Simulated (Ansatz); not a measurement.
Consider BN in the zinc blende structure (space group F-43m, No. 216; a = 3.625 Å).

The change: the cell is scaled by 0.9861 in all directions; the atoms relax in the strained cell.

Levels (all Ansatz, a first-principles code, PAW): PBE (420 eV, spin-orbit coupling left out); r2SCAN (500 eV, no spin-orbit coupling).

The geometry is relaxed with PBE.

| Quantity | Value |
|---|---|
| PBE pressure | 16.84 GPa |
| PBE band gap | 4.51 eV |
| PBE hole mass | 0.52 mₑ (at Γ) |

### Question
How does going to r2SCAN change the pressure, band gap and hole mass?

### Answer
The pressure falls by 4.61 GPa, from 16.84 GPa to 12.23 GPa; the band gap increases by 0.535 eV to 5.04 eV; the hole mass (degenerate bands, along [100]) changes from 0.52 mₑ (at Γ) to 0.50 mₑ (at Γ).

Single points use the geometry relaxed with PBE. Their cutoffs differ, which shifts pressures a little. Masses are band curvatures over ±0.01 Å⁻¹ around the edge. No phonon test of stability was made.
